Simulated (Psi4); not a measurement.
Psi4 1.11, B3LYP/def2-svp, scf_type pk: C=C[C@H]1N[SiH2][SiH2]1, 15 atoms. The geometry is a generated start, not checked to be a minimum at this level.

| Property | Value |
|---|---|
| task | energy |
| method | b3lyp |
| basis | def2-svp |
| memory | 7 GB |
| e_convergence | 1e-08 |
| d_convergence | 1e-07 |
| guess | auto, which took SAD (default) |
| diis_max_vecs | 10 (default) |
| scf_initial_accelerator | adiis (default) |
| dft_radial_points | 75 (default) |
| dft_spherical_points | 302 (default) |
| basis functions | 137 |
| grid points | 318323 |

```xyz
15

C      2.3910     0.9655     0.0709
C      1.5467    -0.0701     0.1720
C      0.1163     0.1707     0.4909
N     -0.5915     0.7930    -0.6678
Si    -2.1632     0.1281    -0.5325
Si    -1.0004    -1.4438     0.5256
H      2.0501     1.9890     0.2015
H      3.4411     0.8099    -0.1531
H      1.9234    -1.0811     0.0377
H     -0.0080     0.7202     1.4353
H     -0.1897     0.5535    -1.5738
H     -3.0001     1.0282     0.2971
H     -2.6630    -0.1614    -1.8981
H     -1.4099    -1.8495     1.9032
H     -0.4429    -2.5522    -0.3090
```
Charge 0, spin multiplicity 1.

The reference run uses exact four-centre integrals (scf_type = pk). One run each, on a shared machine, so no times are given.

Settings tried, all else as in the reference:
- scf_type = dfdirj+cosx, cosx_radial_points_final = 75, cosx_spherical_points_final = 302
- scf_type = cd, cholesky_tolerance = 1e-06
- scf_type = dfdirj+cosx, cosx_radial_points_final = 50, cosx_spherical_points_final = 194
- scf_type = cd, cholesky_tolerance = 0.001
- scf_type = cd, cholesky_tolerance = 1e-05
- scf_type = dfdirj+link
- scf_type = dfdirj+cosx, cosx_radial_points_final = 25, cosx_spherical_points_final = 50
- scf_type = dfdirj+cosx
- scf_type = dfdirj+snlink
- scf_type = mem_df
- scf_type = cd, cholesky_tolerance = 0.01
- scf_type = cd, cholesky_tolerance = 0.0001 (default)

Sort the settings: which keep to the reference within 1.0 meV/atom in energy, and which don't?

Within it: scf_type = cd, cholesky_tolerance = 1e-06; scf_type = cd, cholesky_tolerance = 1e-05; scf_type = mem_df; scf_type = dfdirj+cosx, cosx_radial_points_final = 75, cosx_spherical_points_final = 302; scf_type = dfdirj+cosx, cosx_radial_points_final = 50, cosx_spherical_points_final = 194; scf_type = dfdirj+link; scf_type = dfdirj+snlink; scf_type = dfdirj+cosx. At the edge (between 0.75 and 1.33 times the tolerance): scf_type = cd, cholesky_tolerance = 0.01. Outside: scf_type = cd, cholesky_tolerance = 0.0001 (default); scf_type = cd, cholesky_tolerance = 0.001; scf_type = dfdirj+cosx, cosx_radial_points_final = 25, cosx_spherical_points_final = 50.

```csv
setting,energy against the reference
"scf_type = cd, cholesky_tolerance = 1e-06",−0.0030 meV/atom
"scf_type = cd, cholesky_tolerance = 1e-05",−0.11 meV/atom
scf_type = mem_df,−0.23 meV/atom
"scf_type = dfdirj+cosx, cosx_radial_points_final = 75, cosx_spherical_points_final = 302",−0.31 meV/atom
"scf_type = dfdirj+cosx, cosx_radial_points_final = 50, cosx_spherical_points_final = 194",−0.32 meV/atom
scf_type = dfdirj+link,−0.32 meV/atom
scf_type = dfdirj+snlink,−0.32 meV/atom
scf_type = dfdirj+cosx,−0.35 meV/atom
"scf_type = cd, cholesky_tolerance = 0.01",−1.2 meV/atom
"scf_type = cd, cholesky_tolerance = 0.0001 (default)",−1.5 meV/atom
"scf_type = cd, cholesky_tolerance = 0.001",−4.8 meV/atom
"scf_type = dfdirj+cosx, cosx_radial_points_final = 25, cosx_spherical_points_final = 50",+6.2 meV/atom
```

Total energies are compared; such shifts often cancel in part in energy differences. The DFDIRJ builders fit J, which adds its shift to that of exchange. Psi4 runs the final COSX grid once, on the density of the start grid. Also tried and not ranked: scf_type = direct (same energy as a listed run). The tolerance is a choice made for this comparison.
